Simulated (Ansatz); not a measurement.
**SiO2: stress against strain**

SiO2 (rutile, P4_2/mnm, 8.046 Å³/atom at rest, c along z) under an equal strain ε in the (001) plane with the normal axis free, as in a coherent film. PBE in Ansatz, a plane-wave DFT program (PAW, default set), 420 eV, 8×8×12 Γ-centred mesh, Fermi-Dirac smearing 0.05 eV; ions are relaxed within the symmetry of each cell. Stress is positive for a compressed cell.

Here s stands for strain and y for stress xx.

| strain (%) | stress xx (GPa) |
|---|---|
| -1.20 | 5.99 |
| -0.60 | 2.87 |
| 0.00 | 0.01 |
| 0.60 | -2.61 |
| 1.20 | -4.97 |
| 3.00 | ? |

Q: Fit y against s with a straight line, and predict the withheld value at s = 3.00.

A: Means: s 0, y 0.258. About the means, the sum of products is -16.440 and the sum of squares of s is 3.6000; the slope is their ratio. Least squares gives y = 0.258 - 4.5667·s. Residuals (row less fit): 0.252, -0.128, -0.248, -0.128, 0.252; standard error 0.272 (degrees of freedom: 3). The slope gives the biaxial elastic modulus of this plane = 457 ± 14 GPa. At the withheld row, y = 0.258 - 4.5667 × 3.0 = -13.442 GPa. The calculation gives -10.67 GPa, 2.772 GPa above the prediction (16.6 % of the range of y in the table). The row lies outside the fitted rows, so this is an extrapolation. From the scatter of the fitted rows alone, a prediction at this place has a standard error of 0.522 GPa, so the miss is 5.3 times that.

One order more, fitted to all 11 runs of the series, follows each within 0.03, so the miss is the next term of a smooth law. SiO2 is here stishovite, a high-pressure form. Rows are the converged runs of the series near zero and its far end; series whose fitted rows scatter by over a few per cent of the range, as at a crossing or softening among them, aren't shown in this form. Most that stay on the fit to the last digits aren't either.
